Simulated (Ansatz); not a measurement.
**A computed series for CoSi2: response to strain**

Consider CoSi2 (space group Fm-3m, No. 225; non-magnetic).

```cif
data_CoSi2
_chemical_formula_sum 'Co1 Si2'
_space_group_name_H-M_alt 'P 1'
_space_group_IT_number 1
_cell_length_a 3.75820
_cell_length_b 3.75820
_cell_length_c 3.75820
_cell_angle_alpha 60.000
_cell_angle_beta 60.000
_cell_angle_gamma 60.000
loop_
_space_group_symop_operation_xyz
  'x, y, z'
loop_
_atom_site_label
_atom_site_type_symbol
_atom_site_fract_x
_atom_site_fract_y
_atom_site_fract_z
_atom_site_occupancy
Co1 Co 0.00000 0.00000 0.00000 1
Si1 Si 0.25000 0.25000 0.25000 1
Si2 Si 0.75000 0.75000 0.75000 1
```

Strains are applied to the cell and any free atomic positions relax.

Calculations: r2SCAN (Ansatz, a program for electronic structure; PAW; 500 eV plane waves; scalar-relativistic without spin-orbit coupling).

Notes on the quantities. energy relative to the base: free energy F.

| isotropic strain (%) | energy relative to the base (meV/atom) |
|---|---|
| -5.3 | 234.3 |
| -2.32 | 40.4 |
| -0.44 | 1.4 |
| 0 | 0.0 |
| 2.27 | 32.9 |
| 2.99 | ? |
| 5 | 145.3 |

Problem. Fit ΔE = Aε² + Bε³ (ε in %) to the rows shown and predict the withheld row.

Solution. Least squares on the printed values gives A = 7.04 and B = -0.25 meV/atom (largest residual 0.5 meV/atom); this predicts 56.3 meV/atom, and the run gives 55.7 meV/atom, 0.6 lower.

No phonon test of stability was made. Seeded moments were not kept for the base. All final runs are without spin polarisation. An odd electron count without spin: CoSi2.
